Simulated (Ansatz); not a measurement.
The cell is made up: elements placed on another compound's structure type, so the phase may be hypothetical.

By PBEsol, the system below comes out a metal.

A figure of merit of an interconnect metal is its ballistic conductance per area.

Data:

```
CELL_PARAMETERS angstrom
      2.82963    -0.15420    -0.04074
      1.28120     2.52766    -0.04074
      0.00343    -1.78596     6.28965
ATOMIC_POSITIONS crystal
  Ir 0.50000 0.00000 0.50000
  Pt 0.00000 0.00000 0.00000
  N  0.08941 0.77636 0.68695
  N  0.91059 0.22364 0.31305
```

Space group of this cell: C2/m. The cell was relaxed by PBE-D3(BJ); by PBEsol its mean pressure is -3.8 GPa.

The current flows along the normal of the first two printed cell vectors. No spin-orbit coupling; the value is a mean over 0.1 eV about the Fermi level.

### Question
State the ballistic conductance per area according to PBEsol (Ansatz, an electronic-structure program).

### Answer
0.95 × 10¹⁵ S/m² for both spins.
